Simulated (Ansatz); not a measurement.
Structures of equal composition on the (000-1) surface of 4H silicon carbide (C plane on top): (√3x√3)R30° Ge adatom at H3; (√3x√3)R30° Ge adatom at T4. The slabs share one bottom face, and each structure is named by its start. These are constructed structures in small cells; real faces may alloy, dewet or reconstruct in larger ones, and not all known structures of the face are among them. Slabs of about 11 Å with all that they carry, Fermi-Dirac smearing of 0.025 eV. Bottom of the slabs: H caps. Relaxed from the named starts with such symmetry as they have, on meshes of like density; energies extrapolated to zero smearing; no spin-orbit coupling, no U. Spin-polarised runs, if any, are marked in brackets, and their order is one that fits the cell; the others ran without spin. Where a second, spin-polarised start was run, the lower counts.

Host crystal: 4H silicon carbide, with a band gap (PBE, scalar-relativistic without spin-orbit coupling).

Level of theory: r2SCAN, at the PBE geometry (plane waves to 500 eV, PAW; Ansatz, a program for electronic structure).

### Question
Rank these by energy per 1x1 cell (lowest first), as r2SCAN, at the PBE geometry gives it.

### Answer
(√3x√3)R30° Ge adatom at H3 (0.000 eV [spin, 1.0 μB a cell], gap 0.49 eV on the mesh), (√3x√3)R30° Ge adatom at T4 (0.032 eV [spin, 1.0 μB a cell], gap 0.38 eV on the mesh)
